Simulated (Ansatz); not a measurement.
Consider Mo in the bcc (W type) structure (space group Im-3m, No. 229; a = 3.1510 Å; relaxed with 0.1 eV smearing). Axes: x, y, z lie along the cube axes.

Level of theory: DFT with r2SCAN, PAW potentials and a 500 eV plane-wave cutoff in Ansatz (a quantum-chemistry and plane-wave program), no SOC.

Strains are applied to the cell and any free atomic positions relax.

One change was made to it. Results:

| quantity | base | after |
|---|---|---|
| shortest interatomic distance | 2.729 Å | 2.712 Å |
| energy relative to the base (free energy F) | 0 meV/atom | +1.8 meV/atom |
| band gap | zero | zero |

### Question
Name the change that was made.
(A) strain tensor (xx, yy, zz, yz, xz, xy) = (+0.34, −0.62, +0.03, −1.55, −0.30, +0.49) %
(B) tensor shear ε_xz = −0.94 %
(C) tensor shear ε_xy = −2.69 %
(D) isotropic strain −2.32 %
(E) isotropic strain +3.71 %

### Answer
B, tensor shear ε_xz = −0.94 %. For comparison, the energy relative to the base in the other runs: isotropic strain −2.32 % gives +69 meV/atom; tensor shear ε_xy = −2.69 % gives +15 meV/atom; isotropic strain +3.71 % gives +146 meV/atom; strain tensor (xx, yy, zz, yz, xz, xy) = (+0.34, −0.62, +0.03, −1.55, −0.30, +0.49) % gives +6.4 meV/atom.

Whether these cells are dynamically stable was not tested. The final runs are not spin-polarised.
